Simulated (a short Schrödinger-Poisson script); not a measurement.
System: symmetric double-gate stack, HfO2 on p-type GaN, at 400 K.

```csv
layer,material,thickness (nm),Na (cm⁻³)
1,HfO2,5.7,-
2,GaN,14,2e16
3,HfO2,5.7,-
```

Constants are typed, rounded textbook-type inputs, not results; the design itself was drawn at random and stands for no fabricated device. HfO2: permittivity 22, conduction-band edge (eV) 1.6, gap (eV) 5.7, electron mass (mₑ) 0.2. GaN: permittivity 9.5, conduction-band edge (eV) 0, gap (eV) 3.43, Nv at 300 K (cm⁻³) 4.6e19.

Channel valleys (confinement mass, in-plane density-of-states mass, number): Γ 0.2, 0.2, 1. At the gates, both at one voltage, the conduction-band edge of layer 1 lies 1.9 eV − eVg above the Fermi level of the channel. Gaps are held at their typed values at every temperature. Mesh 0.03 nm at interfaces.

Solved with a short Schrödinger-Poisson script written for these runs: 1D Poisson equation in equilibrium, electrons classical, Boltzmann, parabolic valleys, classical holes, full ionisation, no traps, pinning or gate leakage.

The same stack at other levels of the model or other numerical settings:

```tsv
run	sheet density of all electrons at Vg = 1 V (cm⁻²)	sheet density of all electrons at Vg = 0.4 V (cm⁻²)	capacitance of both gates at Vg = 1 V (μF/cm²)	gate voltage at 1e11 electrons/cm² (V)	rough cost against the base
base	2.28e13	3.06e12	6.03	0.17	about 1
electrons treated as classical, Fermi-Dirac	1.77e13	2.81e12	4.32	0.17	4
electrons treated as quantum, Hartree	1.40e13	2.09e12	3.66	0.19	20
electrons treated as quantum, Hartree plus LDA exchange-correlation	1.50e13	2.41e12	3.79	0.18	30
mesh six times as coarse	2.22e13	3.01e12	5.81	0.17	about 1
```

The classical rows ignore confinement, and Boltzmann statistics overrate the density once the band edge passes the Fermi level.

In real p-type GaN the Mg acceptor is only partly ionised, and so wide a gap doesn't supply an inversion layer without source and drain.
